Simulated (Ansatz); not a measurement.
Ansatz (a program for electronic structure) run on MgPd (Pm-3m, 2 atoms in the cell): relaxation of cell and atoms.

Method: LDA (PW92), default PAW files made with PBE (plane waves; Ansatz).

The change in words: atoms on their sites; basis.ecutwfc: 420 eV → 840 eV; relax: default → cell and atoms. Reference geometry:
```
CELL_PARAMETERS angstrom
      3.13960     0.00000     0.00000
      0.00000     3.13960     0.00000
      0.00000     0.00000     3.13960
ATOMIC_POSITIONS crystal
  Mg 0.00000 0.00000 0.01593
  Pd 0.50000 0.50000 0.50000
```

Reference input (self-consistent single point, DFT, LDA (PW92), plane waves, default PAW files made with PBE): basis.ecutwfc = 420 eV; kpoints.mp_grid.grid = 11 11 11; hamiltonian.xc = lda; hamiltonian.pseudopotentials = {kind: paw} (the program's default PAW files); scf.occupations.method = gaussian; scf.occupations.width = 0.1 eV. This run's input differs from it in these lines:

Ansatz 0.2 input:
```diff
@@ -6,6 +6,6 @@
   atoms:
-    - { symbol: Mg, position: [0.00000000, 0.00000000, 0.01592600] }
+    - { symbol: Mg, position: [0.00000000, 0.00000000, 0.00000000] }
     - { symbol: Pd, position: [0.50000000, 0.50000000, 0.50000000] }
 basis:
-  ecutwfc: 420.0
+  ecutwfc: 840.0
 kpoints:
@@ -21,2 +21,4 @@
     width: 0.1
+relax:
+  cell: {}
 output:
```

Output, abridged:

```
   [... SCF lines of the steps left out ...]
relax step   1: F+E_penalty+E_count = -8747.63710606 eV  Δ(F+E_penalty+E_count) = +0.000e0 eV  max|allowed force component| = 1.172e-29 eV/Å  Δτ_max = 0.0000 Å  P = -3.588 GPa  Ω = 30.947 Å³  (6 SCF iters, dr2 threshold 1.00e-7 eV, accepted)
relax step   2: F+E_penalty+E_count = -8747.64840347 eV  Δ(F+E_penalty+E_count) = -1.130e-2 eV  max|allowed force component| = 3.008e-30 eV/Å  Δτ_max = 0.0000 Å  P = +0.806 GPa  Ω = 29.722 Å³  energy of the carried Pulay correction = +1.215e-5 eV  [...]
relax step   3: F+E_penalty+E_count = -8747.64891098 eV  Δ(F+E_penalty+E_count) = -5.075e-4 eV  max|allowed force component| = 2.104e-30 eV/Å  Δτ_max = 0.0000 Å  P = -0.049 GPa  Ω = 29.939 Å³  energy of the carried Pulay correction = +9.956e-6 eV  [...]
relax step   4: F+E_penalty+E_count = -8747.64890101 eV  Δ(F+E_penalty+E_count) = +9.970e-6 eV  max|allowed force component| = 4.240e-30 eV/Å  Δτ_max = 0.0000 Å  P = -0.049 GPa  Ω = 29.939 Å³  stress off target by 4.88e-2 GPa  SCF on the basis [...]
basis re-selected at this cell: Δ(F+E_penalty+E_count) = +9.970e-6 eV, ΔP = +0.000 GPa vs the last step
the relaxation is at rest under the 48 symmetry operations that the run kept from its start: a minimum is not shown …
Stability not checked: this state was not tested for a lower state beside it, because too few of the mixer's solves of this state at the end of the SCF gave a …
Free energy (F): -8747.648901 eV
Internal energy: -8747.643076 eV  (E = F + TS)
   [... lines left out ...]
Fermi energy:    14.397675 eV
   [... lines left out ...]
to start a new deck from the relaxed geometry:
  cell:  # Å, volume = 29.9390 Å³
    - [3.1051245863415837, 5.456801509097168e-34, -9.62964972193618e-35]
    - [5.456801509097168e-34, 3.1051245863415837, 0.0]
    - [-9.62964972193618e-35, 0.0, 3.1051245863415837]
  atoms:
    - { symbol: Mg, position: [-9.265364719153951e-36, 1.2779813405723323e-36, -6.389906702867474e-37] }
    - { symbol: Pd, position: [0.5, 0.5, 0.5] }
```

The run converged.  The full log also holds: “iter 4 did not close the SCF: its close was put off for the readings that it lacked (scf_convergence_deferred on its scf_iter line)”. The full log also holds: “iter 3 did not close the SCF: its close was put off for the readings that it lacked (scf_convergence_deferred on its scf_iter line)”.

Summary of the result:
- Free energy E − TS (on the zero of these files): -8747.6489 eV
- Fermi level (on the code's own zero): 14.40 eV
- Pressure: -0.05 GPa
- Final cell: a = 3.105 Å, b = 3.105 Å, c = 3.105 Å, α = 90.00°, β = 90.00°, γ = 90.00°
- Final volume per atom: 14.97 Å³
- Relaxation steps: 4

The starting cell comes from a database of computed structures (which also holds hypothetical and non-ambient phases and stackings), without a prior relaxation at this level. Its lattice was rescaled by up to half a per cent. Spin polarisation is off. The relaxation keeps the symmetry of its start, so its end need not be a minimum. Ansatz's pressure includes its estimate of the finite-basis (Pulay) stress.
